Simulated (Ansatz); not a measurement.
Band structure of Nb (Im-3m, 1 atom in the cell).

```
Nb
1.0
   -1.63400     1.63400     1.63400
    1.63400    -1.63400     1.63400
    1.63400     1.63400    -1.63400
Nb
1
Direct
  0.00000   0.00000   0.00000
```

Computed with PBE (plane waves, PAW; Ansatz, an electronic-structure program).

Settings: kpoints.mp_grid.grid = 11 11 11; hamiltonian.xc = pbe; hamiltonian.pseudopotentials = {kind: paw} (the program's default PAW files); scf.occupations.method = gaussian; scf.occupations.width = 0.0037 Ry; kpoints.band_path.npoints = 8.

The starting cell has typed, rounded lattice constants, without a prior relaxation at this level. Its lattice was rescaled by a random factor within 2.5 % of one. Spin polarisation is off.

Levels in eV from the Fermi level, bands 3 to 10:
```json
[
 {"point": "Γ", "3": "-29.48", "4": "-29.48", "5": "-5.90", "6": "0.41", "7": "0.41", "8": "0.41", "9": "3.43", "10": "3.43"},
 {"point": "H", "3": "-30.50", "4": "-30.50", "5": "-3.85", "6": "-3.85", "7": "5.88", "8": "5.88", "9": "5.88", "10": "9.40"},
 {"point": "N", "3": "-29.95", "4": "-29.50", "5": "-3.79", "6": "-1.70", "7": "2.51", "8": "3.48", "9": "4.19", "10": "6.69"},
 {"point": "P", "3": "-30.25", "4": "-30.25", "5": "-1.05", "6": "-1.05", "7": "-1.05", "8": "4.33", "9": "4.33", "10": "9.87"}
]
```

Bands cross the Fermi level along this path, so the cell is metallic at this level.

Keys are those of Ansatz 0.2.
